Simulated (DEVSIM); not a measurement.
System: abrupt Si p-n junction, at 300 K.

```
layer (left to right)  material  thickness (μm)  Nd (cm⁻³)  Na (cm⁻³)  τn (s)  τp (s)
---------------------  --------  --------------  ---------  ---------  ------  ------
1                            Si            23.0          -     1.2e18  3.4e-7  3.4e-7
2                            Si             140     2.8e14          -  3.4e-7  3.4e-7
```

Left contact: ohmic. Right contact: ohmic. Voltage is applied to the left contact. Recombination: SRH at mid-gap, radiative, Auger. Mobility is constant in doping.

This is a model device: material constants are rounded textbook-type values typed into the input, and sizes, dopings and lifetimes were drawn at random. Values at 300 K.

| parameter | Si |
|---|---|
| gap (eV) | 1.124 |
| affinity (eV) | 4.05 |
| permittivity | 11.7 |
| Nc (cm⁻³) | 2.86e19 |
| Nv (cm⁻³) | 3.1e19 |
| μn (cm²/Vs) | 1417 |
| μp (cm²/Vs) | 470 |
| B (cm³/s) | 4.7e-15 |
| Cn (cm⁶/s) | 2.8e-31 |
| Cp (cm⁶/s) | 9.9e-32 |

DEVSIM, 1D drift-diffusion, Boltzmann statistics, complete ionisation; no tunnelling, impact ionisation, image-force lowering or self-heating.

The thickness of layer 2 was swept, all else fixed.

```csv
thickness of layer 2 (μm),dark forward voltage at 1 A/cm² (V)
28,0.589
49,0.610
84,0.643
140,0.714
240,0.866
420,1.149
700,1.589
```

From the first row to the last the dark forward voltage at 1 A/cm² goes from 0.589 to 1.589.
